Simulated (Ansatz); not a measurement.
**BN under a change: biaxial strain +2.40 %, plane normal [001], relaxed out of plane**

Consider BN in the wurtzite structure (space group P6_3mc, No. 186; a = 2.555 Å, c = 4.225 Å). Axes: x lies along a and z along c of the hexagonal cell.

Modification: biaxial strain +2.40 %, plane normal [001], relaxed out of plane (Cartesian); in-plane vectors clamped, the third vector and the atoms free.

Computed with PBE, PAW, 420 eV (Ansatz, an electronic-structure program; no SOC). k-mesh 15×15×8 (Γ-centred); smearing 0.05 eV (Fermi–Dirac).

| quantity | base | changed | shift |
|---|---|---|---|
| volume per atom | 5.97 Å³ | 6.24 Å³ | +0.27 Å³ |
| space group | P6_3mc (No. 186) | P6_3mc (No. 186) | – |
| shortest interatomic distance | 156.7 pm | 157.9 pm | +1.2 pm |
| pressure (mean of the normal stresses, compression positive) | 0.00 GPa | -14.91 GPa | -14.91 GPa |
| band gap | 5.23 eV | 5.38 eV | +0.15 eV |
| gap character | indirect, Γ → K | indirect, Γ → K | – |
| smallest direct gap | 8.23 eV | 7.84 eV | -0.396 eV |
| width of the top valence band | 5.37 eV | 4.93 eV | -0.433 eV |
| electron mass | 0.31 mₑ along c, 0.51 mₑ across (at K) | 0.30 mₑ out of plane, 0.62 mₑ in plane (at K) | – |
| valence-band top at Γ (three highest levels, from the VBM) | 0.00, 0.00, -0.26 eV | 0.00, 0.00, -0.18 eV | – |
| out-of-plane strain | – | -0.27 % | – |
| ratio −ε⊥/ε∥ | – | 0.11 | – |
| mean in-plane stress (compression positive) | – | -22.4 GPa | – |

Effective masses come from finite differences of ±0.01 Å⁻¹. Whether these cells are dynamically stable was not tested.
